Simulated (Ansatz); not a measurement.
We consider GeS (model structure, started from the litharge type, P4/nmm, No. 129, 4 atoms in the cell), described by PBEsol (plane waves, PAW; Ansatz, a first-principles code).

Numerical settings: plane-wave cutoff 520 eV, 14×14×10 k mesh (along the axes of the cell as run), Fermi–Dirac smearing 0.05 eV, scalar-relativistic PAW data made under PBE.

Cell (relaxed at this level):

```xyz
4
Lattice="4.5641 0.0000 0.0000 0.0000 4.5641 0.0000 0.0000 0.0000 3.9567" Properties=species:S:1:pos:R:3 pbc="T T T"
Ge     2.2821     0.0000     1.0724
Ge     0.0000     2.2821     2.8843
S      0.0000     0.0000     0.0000
S      2.2821     2.2821     0.0000
```

Problem. Give the computed band gap, Γ–Γ gap and bulk modulus B0.

Solution. 
band gap: 0.17 eV (on the SCF k mesh)
Γ–Γ gap: 2.09 eV
bulk modulus B0: 25.6 GPa

Note: the bulk modulus is −V dP/dV from two relaxed cells at ±2 % in volume; the relaxation could raise the start's symmetry but not lower it, so the cell can be a saddle point.

Spin–orbit coupling is not included.

The computed numbers hold no vibrational or temperature effects.

It cost very roughly 6 core-minutes of CPU time.

A model structure was made by putting elements into a prototype or built by hand; it is no filed structure, need not be a known phase, and can be a saddle point held by its symmetry.
